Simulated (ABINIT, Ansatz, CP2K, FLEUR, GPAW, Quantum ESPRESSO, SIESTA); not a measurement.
Code comparison for SnO₂ (P4_2/mnm, 6 atoms in the cell)

Self-consistent single point, at a second geometry (lattice scaled by 0.98). First geometry:

```xyz
6
Lattice="4.7934 0.0000 0.0000 0.0000 4.7934 0.0000 0.0000 0.0000 3.2267" Properties=species:S:1:pos:R:3 pbc="T T T"
Sn     2.3967     2.3967     1.6134
Sn     0.0000     0.0000     0.0000
O      0.9301     3.8633     1.6134
O      3.8633     0.9301     1.6134
O      3.3268     3.3268     0.0000
O      1.4666     1.4666     0.0000
```

Shared settings, as Ansatz (a quantum-chemistry and plane-wave program) writes them: kpoints.mp_grid.grid = 4 4 5; scf.occupations.method = fermi_dirac; scf.occupations.width = 0.02 eV. Potentials and cutoffs stand in the table.

```
code                                                                                                                                model  ΔF from the first geometry (meV/atom)  pressure (GPa)  largest force (eV/Å)  gap on the mesh (eV)           cutoff
----------------  -----------------------------------------------------------------------------------------------------------------------  -------------------------------------  --------------  --------------------  --------------------  ---------------
GPAW                                                                                         PBE, GPAW PAW datasets PBE (gpaw-data 1.0.1)                                   37.6               –                 0.157                 1.580           950 eV
SIESTA            GGA PBE, numerical atomic orbitals TZP, PseudoDojo PBE standard norm-conserving potentials (rewritten from UPF to PSML)                                   57.4           20.26                 0.078                 1.271      grid 300 Ry
FLEUR                                                                        PBE, all-electron FLAPW (FLEUR), scalar-relativistic valence                                   49.5               –                 0.144                 1.510  Kmax 4.6 1/bohr
Quantum ESPRESSO                                                                           PBE, GBRV 1.5 ultrasoft (PBE) pseudopotentials                                   45.8           17.34                 0.182                 1.558            40 Ry
ABINIT                                                           PBE, norm-conserving pseudopotentials (PseudoDojo nc-sr-05 PBE standard)                                   42.6           16.59                 0.172                 1.550            42 Ha
CP2K                                                              PBE, GPW, DZVP-MOLOPT-PBE-GTH basis, GTH-PBE potentials (POTENTIAL_UZH)                                   73.4           23.46                 0.107                 1.098      grid 500 Ry
Ansatz                                                                                                                     PBE, PAW files                                   43.4           16.45                 0.174                 1.549           420 eV
```

A dash marks a value that a program does not give, or that is left out as unsure.

Gaps are read on the mesh.

The spread over the programs that give each value: ΔF from the first geometry within 35.8 meV/atom; pressure within 7.01 GPa; largest force within 0.104 eV/Å; gap on the mesh within 0.482 eV.

SIESTA and CP2K use small atom-centred bases, whose incompleteness enters pressures, forces and empty levels differently from a plane-wave cutoff. FLEUR treats all electrons, but the usual bases taken here (sphere radii, linearisation, local orbitals, empty states) were not tested for convergence, so the values are no reference for the others. Ansatz's pressure is given at a fixed set of plane waves, as the other plane-wave codes print theirs; with its correction for the finite basis it is 16.83 GPa (the shift of 0.38 GPa shows how far the cutoff is from converged). The pressure of GPAW is left out: its cutoff lies under the one at which its stress was checked. In the pressure, SIESTA (by 3.67) and CP2K (by 6.87) lie more than 1 GPa from the median of the plane-wave programs. In the gap, SIESTA (by 0.283) and CP2K (by 0.456) lie more than 0.12 eV from the median of the plane-wave programs. In the force vectors, SIESTA (by 0.095) lies more than 0.08 eV/Å from the median of the plane-wave programs.

The starting cell comes from a database of computed structures (which also holds hypothetical and non-ambient phases and stackings), without a prior relaxation at this level. Its lattice was rescaled by a random factor within 2.5 % of one. For this run, on top of that: lattice scaled by 0.98.

Keys are those of Ansatz 0.2.
